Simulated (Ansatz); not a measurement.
Terminations of the (100) surface of fcc Cu, measured from the surface 'clean 1x1'. Atoms come from or go to: Cu: fcc Cu, Fe: bcc Fe, ferromagnetic, Ge: germanium, I: ½ I2(g), In: tetragonal indium, Mn: fcc-type Mn, layered antiferromagnet, Mo: bcc Mo, Ni: fcc Ni, ferromagnetic, Pd: fcc Pd, Rh: fcc Rh, Si: silicon, Zn: hcp Zn. ΔE is the energy of forming the row's surface from that one (negative: more stable at these reservoirs); the vacuum level's shift is aligned on the shared bottom. No zero-point or thermal terms. These are constructed structures in small cells; real faces may alloy, dewet or reconstruct in larger ones, and not all known structures of the face are among them. Slabs of about 9 Å with all that they carry, Fermi-Dirac smearing of 0.1 eV. Bottom of the slabs: a bare face, its two planes held. Relaxed from the named starts with such symmetry as they have, on meshes of like density; energies extrapolated to zero smearing; no spin-orbit coupling, no U. Spin-polarised runs, if any, are marked in brackets, and their order is one that fits the cell; the others ran without spin. A dash marks a value that is undefined for that row (no clear gap, or no work function of a gapped slab) or was not read reliably on its mesh.

All values below come from PBE (plane waves to 420 eV, PAW; Ansatz, an electronic-structure program).

| surface | atoms added per 1x1 | ΔE per 1x1 (eV) | shift of the vacuum level (eV) | work function (eV) |
|---|---|---|---|---|
| a layer of Fe in place of the second plane [spin, 2.8 μB a cell] | -1 Cu, +1 Fe | 0.35 | -0.19 | 4.36 |
| p(2x2), one Cu site of the top plane empty | -0.25 Cu | 0.11 | -0.18 | 4.35 |
| c(2x2) layer of I, one a cell, on the site that continues the host's stacking | +0.5 I | [?] | -0.06 | 4.49 |
| a pseudomorphic layer of Si in the host's stacking | +1 Si | [?] | 0.25 | 4.80 |
| a pseudomorphic layer of Mn in the host's stacking [spin, 3.8 μB a cell] | +1 Mn | 0.74 | -0.30 | 4.23 |
| a layer of Rh in place of the second plane | -1 Cu, +1 Rh | [?] | 0.16 | 4.73 |
| a pseudomorphic layer of Zn in the host's stacking | +1 Zn | -0.31 | -0.21 | 4.34 |
| a layer of Ge in place of the second plane | -1 Cu, +1 Ge | 0.55 | 0.39 | 4.90 |
| a layer of Ni in place of the second plane [spin start, no net moment] | -1 Cu, +1 Ni | [?] | 0.06 | 4.61 |
| a pseudomorphic layer of In in the host's stacking | +1 In | [?] | -0.64 | 3.91 |
| a layer of Mo in place of the second plane | -1 Cu, +1 Mo | 0.63 | -0.40 | 4.21 |
| a pseudomorphic layer of Pd in the host's stacking | +1 Pd | -0.07 | 0.58 | 5.11 |

Problem. Some entries are withheld; supply them.

Solution. 
- c(2x2) layer of I, one a cell, on the site that continues the host's stacking, ΔE per 1x1 (eV): -0.58
- a pseudomorphic layer of Si in the host's stacking, ΔE per 1x1 (eV): -0.14
- a layer of Rh in place of the second plane, ΔE per 1x1 (eV): 0.30
- a layer of Ni in place of the second plane [spin start, no net moment], ΔE per 1x1 (eV): 0.07
- a pseudomorphic layer of In in the host's stacking, ΔE per 1x1 (eV): 0.66
